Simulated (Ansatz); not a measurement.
## CdSe: biaxial strain +1.00 %, plane normal [001], relaxed out of plane

Start from CdSe in the zinc blende structure (space group F-43m, No. 216; a = 6.007 Å). Axes: x, y, z lie along the cube axes.

Now apply this change: biaxial strain +1.00 %, plane normal [001], relaxed out of plane (Cartesian); in-plane vectors clamped, the third vector and the atoms free.

Method: Ansatz (a program for electronic structure), LDA, PAW, cutoff 420 eV, no SOC. Γ-centred 10×10×10 mesh, Fermi–Dirac width 0.05 eV.

```tsv
quantity	base	changed	shift
volume per atom	27.10 Å³	27.24 Å³	+0.135 Å³
space group	F-43m (No. 216)	I-4m2 (No. 119)	–
shortest interatomic distance	2.601 Å	2.606 Å	+0.005 Å
energy relative to the base (free energy F)	0 meV/atom	+0.8 meV/atom	+0.8 meV/atom
pressure (mean of the normal stresses, compression positive)	0.0 kbar	-3.0 kbar	-3.0 kbar
band gap	0.41 eV	0.34 eV	-0.063 eV
gap character	direct at Γ	direct at Γ	–
electron mass	0.041 mₑ (at Γ)	0.036 mₑ out of plane, 0.042 mₑ in plane (at Γ)	–
valence-band top at Γ (three highest levels, from the VBM)	0.00, 0.00, 0.00 eV	0.00, -0.08, -0.08 eV	–
out-of-plane strain	–	-1.48 %	–
ratio −ε⊥/ε∥	–	1.48	–
```

Final structure (turned so that z lies along the plane normal):

```yaml
crystal:
  lattice:
    - [4.29040, 0.00000, 0.00000]
    - [0.00000, 4.29040, 0.00000]
    - [2.14520, -2.14520, 2.95920]
  atoms:
    - { symbol: Cd, position: [0.00000, 0.00000, 0.00000] }
    - { symbol: Se, position: [0.75000, 0.75000, 0.50000] }
```

Cost of the whole job for the changed cell (relaxation, final SCF and bands): around 70 core-seconds (rough).

Masses are band curvatures over ±0.01 Å⁻¹ around the edge. Whether these cells are dynamically stable was not tested. k-point labels follow each cell's own Brillouin zone.
